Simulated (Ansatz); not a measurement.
Cost and result by functional for the surface energy of the (31-41) surface of hcp Ti in its 1x1 cell, outermost plane spacing 0.12 Å in the ideal cut, in Ansatz (plane waves, PAW). Single points on the PBE structure, on one kind of machine; costs are rough ratios of the slab run's core time (references not counted) to the cheapest single point. r2SCAN's cost holds its higher cutoff (500 against 420 eV). Differences are taken against r2SCAN for comparison alone: no measured value is at hand, so the table doesn't rank accuracy.

Set-up: 32 atoms, 10.6 Å thick at the start; mesh 7x4x1; 0.1 eV smearing; dipole correction on; all atoms relaxed; symmetry of the start imposed; no spin, no spin-orbit, no U. These notes are the PBE run's.

| functional | relative cost | surface energy (J/m²) | less r2SCAN (J/m²) |
|---|---|---|---|
| PBEsol | 1 | 2.19 | 0.01 |
| LDA | 1 | 2.26 | 0.08 |
| RPBE | 1 | 1.86 | -0.32 |
| r2SCAN | 2 | 2.18 | 0.00 |
| PBE (the relaxed run's value) | – | 2.00 | -0.17 |

The values span 0.40 J/m², while the single points' costs differ by a factor of roughly 2. Differences are of unrounded values.

Ansatz is a first-principles code.
